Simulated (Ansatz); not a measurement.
In a free zigzag chain of Al atoms, spin-degenerate bands cross the Fermi level 2 times between Γ and the zone edge.

These are PBE (plane waves to 420 eV, PAW; Ansatz, a first-principles code) values and carry that method's errors. Mesh 1×1×72. No spin polarisation, so a magnetic state wasn't tested. Isolated but for its images some 11 Å away. A hypothetical model. Only distortions within the start's symmetry and period were free. Pairing along the axis, which can open a gap, is among the distortions not tried.

Q: What are the conductance and the two-terminal resistance of a perfect, endless piece?

A: Each crossing on the half of the zone with k > 0 has a partner at −k, so it gives one mode in each direction. Counting spin there are 4 modes, each carrying e²/h = 38.74 μS. G = 4 × 38.74 = 155.0 μS and R = 1/G = 6.45 kΩ, whatever the length. Scattering by phonons, roughness and contacts can only raise R.
